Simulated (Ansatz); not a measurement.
Start from MgO in the rock salt structure (space group Fm-3m, No. 225).

```yaml
crystal:
  lattice:
    - [0.00000, 2.10705, 2.10705]
    - [2.10705, 0.00000, 2.10705]
    - [2.10705, 2.10705, 0.00000]
  atoms:
    - { symbol: Mg, position: [0.00000, 0.00000, 0.00000] }
    - { symbol: O, position: [0.50000, 0.50000, 0.50000] }
```

Cartesian axes are those of the cell as printed.

The values are results of PBEsol/PAW in Ansatz (an electronic-structure program), no spin-orbit coupling, not measurements.

Modification: every lattice vector is shortened by 0.50 %; the atoms relax in the strained cell.

Q: Predict the stress tensor and what it implies for the stiffness.

A: Stress of the strained cell less that of the base (GPa, compression positive):
```
   2.44    0.00    0.00
   0.00    2.44    0.00
   0.00    0.00    2.44
```

Then B = −ΔP/(ΔV/V₀) with ΔV/V₀ = -0.0149 gives secant stiffness values (nonlinear terms included at this strain): B ≈ 164 GPa.

Stability against distortions was not tested.
